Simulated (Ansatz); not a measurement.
# PBE against PBEsol: hypothetical zinc blende PbS, pressure 0.7 GPa

The parent structure is PbS in the zinc blende structure (space group F-43m, No. 216; a = 6.648 Å; a hypothetical phase, not in the database extracts checked).

(Cell as relaxed with PBE.)

Levels (all Ansatz, an electronic-structure program, PAW): PBE (420 eV, no SOC); PBEsol (420 eV, no spin-orbit coupling).

Each level relaxes its own structure.

```csv
base,PBE,PBEsol
volume per atom,36.72 Å³,35.01 Å³
lattice parameter a,6.648 Å,6.543 Å
band gap,0.84 eV,0.63 eV
```

Modification: a hydrostatic pressure of 0.7 GPa.

| quantity | PBE | PBEsol |
|---|---|---|
| mean gap deformation potential ΔEg/Δln V | +2.3 eV | +2.8 eV |
| lattice parameter a | 6.605 Å | 6.506 Å |
| electron mass | 1.8 mₑ along k, 0.37 mₑ across (at X) | 1.7 mₑ along k, 0.35 mₑ across (at X) |

PBE's mean gap deformation potential ΔEg/Δln V lies 0.5 eV below PBEsol's; PBE's lattice parameter a lies 0.0999 Å above PBEsol's (1.5 %). Neither level is exact; PBEsol is the comparison here, not a measurement.

With Pb present, leaving out spin-orbit coupling can change the band edges. Load acts through the strain it causes; cell and atoms are relaxed under it. Effective masses come from finite differences of ±0.01 Å⁻¹. Along k means along the line from Γ to the band edge. No phonon test of stability was made.
